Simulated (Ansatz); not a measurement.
Defect: interstitial H in rock-salt LiF with all lengths changed by +1 %, charge state +1. Computed with PBE, PAW (plane waves to 420 eV; Ansatz, a quantum-chemistry and plane-wave program).

64-site cell at the strained lattice (strain from the relaxed PBE one, atoms relaxed), a 2×2×2 k-point mesh shifted by half a step, smearing 0.01 eV, spin-restricted, no finite-size correction. Static, classical nuclei. The charge state is imposed; whether it is stable for some Fermi level was not computed. Sites that were not tried may lie lower.

Relaxed starting cell (atoms counted from 1):

```yaml
crystal:
  lattice:
    - [8.21784, 0.00000, 0.00000]
    - [0.00000, 8.21784, 0.00000]
    - [0.00000, 0.00000, 8.21784]
  atoms:
    - { symbol: Li, position: [0.00110, 0.96467, 0.96520] }
    - { symbol: Li, position: [0.00005, 0.99994, 0.51240] }
    - { symbol: Li, position: [0.00031, 0.51181, 0.00036] }
    - { symbol: Li, position: [0.99976, 0.50872, 0.50900] }
    - { symbol: Li, position: [0.50019, 0.99676, 0.99715] }
    - { symbol: Li, position: [0.50040, 0.99970, 0.50108] }
    - { symbol: Li, position: [0.50022, 0.50084, 0.00043] }
    - { symbol: Li, position: [0.50038, 0.50231, 0.50230] }
    - { symbol: F, position: [0.24957, 0.99743, 0.99752] }
    - { symbol: F, position: [0.24714, 0.00146, 0.49690] }
    - { symbol: F, position: [0.24725, 0.49663, 0.00174] }
    - { symbol: F, position: [0.24862, 0.50131, 0.50144] }
    - { symbol: F, position: [0.75066, 0.99764, 0.99797] }
    - { symbol: F, position: [0.75309, 0.00164, 0.49678] }
    - { symbol: F, position: [0.75292, 0.49670, 0.00170] }
    - { symbol: F, position: [0.75167, 0.50124, 0.50147] }
    - { symbol: Li, position: [0.00101, 0.28592, 0.28627] }
    - { symbol: Li, position: [0.00015, 0.25091, 0.73866] }
    - { symbol: Li, position: [0.00023, 0.73828, 0.25116] }
    - { symbol: Li, position: [0.00023, 0.74200, 0.74218] }
    - { symbol: Li, position: [0.50019, 0.25393, 0.25443] }
    - { symbol: Li, position: [0.50042, 0.25095, 0.74959] }
    - { symbol: Li, position: [0.50050, 0.74970, 0.25137] }
    - { symbol: Li, position: [0.50031, 0.74838, 0.74844] }
    - { symbol: F, position: [0.24996, 0.25344, 0.25363] }
    - { symbol: F, position: [0.24728, 0.24887, 0.75378] }
    - { symbol: F, position: [0.24705, 0.75372, 0.24901] }
    - { symbol: F, position: [0.24861, 0.74933, 0.74959] }
    - { symbol: F, position: [0.75061, 0.25341, 0.25352] }
    - { symbol: F, position: [0.75308, 0.24885, 0.75400] }
    - { symbol: F, position: [0.75313, 0.75386, 0.24912] }
    - { symbol: F, position: [0.75155, 0.74945, 0.74971] }
    - { symbol: Li, position: [0.26272, 0.00097, 0.25010] }
    - { symbol: Li, position: [0.25558, 0.99945, 0.74787] }
    - { symbol: Li, position: [0.25593, 0.50248, 0.25168] }
    - { symbol: Li, position: [0.25235, 0.49948, 0.75112] }
    - { symbol: Li, position: [0.73759, 0.00123, 0.24947] }
    - { symbol: Li, position: [0.74506, 0.99955, 0.74853] }
    - { symbol: Li, position: [0.74479, 0.50232, 0.25141] }
    - { symbol: Li, position: [0.74797, 0.49942, 0.75148] }
    - { symbol: F, position: [0.00038, 0.02675, 0.22428] }
    - { symbol: F, position: [0.00009, 0.99873, 0.74570] }
    - { symbol: F, position: [0.00010, 0.50515, 0.25191] }
    - { symbol: F, position: [0.00016, 0.49667, 0.75413] }
    - { symbol: F, position: [0.50012, 0.00133, 0.24940] }
    - { symbol: F, position: [0.50011, 0.00001, 0.74850] }
    - { symbol: F, position: [0.50019, 0.50236, 0.25066] }
    - { symbol: F, position: [0.50008, 0.49915, 0.75160] }
    - { symbol: Li, position: [0.26272, 0.24965, 0.00068] }
    - { symbol: Li, position: [0.25580, 0.25112, 0.50277] }
    - { symbol: Li, position: [0.25580, 0.74767, 0.99978] }
    - { symbol: Li, position: [0.25221, 0.75130, 0.49961] }
    - { symbol: Li, position: [0.73754, 0.24969, 0.00131] }
    - { symbol: Li, position: [0.74470, 0.25100, 0.50253] }
    - { symbol: Li, position: [0.74508, 0.74790, 0.99980] }
    - { symbol: Li, position: [0.74830, 0.75147, 0.49938] }
    - { symbol: F, position: [0.00048, 0.22495, 0.02617] }
    - { symbol: F, position: [0.00031, 0.25164, 0.50554] }
    - { symbol: F, position: [0.00003, 0.74529, 0.99911] }
    - { symbol: F, position: [0.00005, 0.75414, 0.49683] }
    - { symbol: F, position: [0.50014, 0.24929, 0.00144] }
    - { symbol: F, position: [0.50011, 0.25058, 0.50237] }
    - { symbol: F, position: [0.50011, 0.74835, 0.00022] }
    - { symbol: F, position: [0.50010, 0.75152, 0.49932] }
    - { symbol: H, position: [0.00044, 0.12578, 0.12525] }
```
Cell charge +1.

End state 1 differs by these moves (Å; atoms that move under 0.08 Å are left out):

| atom | element | Δx | Δy | Δz |
|---|---|---|---|---|
| 1 | Li | 0.00 | 0.19 | 0.29 |
| 2 | Li | -0.01 | -0.05 | -0.08 |
| 17 | Li | -0.30 | -0.30 | 0.00 |
| 19 | Li | -0.03 | 0.10 | 0.03 |
| 20 | Li | -0.01 | 0.06 | 0.06 |
| 21 | Li | 0.10 | -0.03 | -0.03 |
| 22 | Li | 0.06 | -0.01 | -0.06 |
| 25 | F | -0.22 | -0.03 | -0.24 |
| 33 | Li | -0.11 | -0.11 | 0.00 |
| 35 | Li | -0.06 | 0.08 | -0.02 |
| 37 | Li | 0.08 | -0.06 | 0.02 |
| 41 | F | -0.03 | -0.22 | 0.24 |
| 49 | Li | 0.19 | 0.00 | -0.29 |
| 50 | Li | -0.05 | -0.01 | 0.08 |
| 57 | F | 0.20 | 0.20 | 0.00 |
| 65 | H | 1.02 | 1.02 | 0.00 |

What forward and backward barriers to end state 1 does PBE, PAW give?

forward 0.32 eV, backward 0.32 eV; at the saddle point atom 65 has neighbours F at 0.99, 2 F at 1.84, F at 2.16; Li at 1.92, 2 Li at 2.06 Å. The saddle point's order was not checked, and it lies on a symmetry element of the cell, where a band can be held.
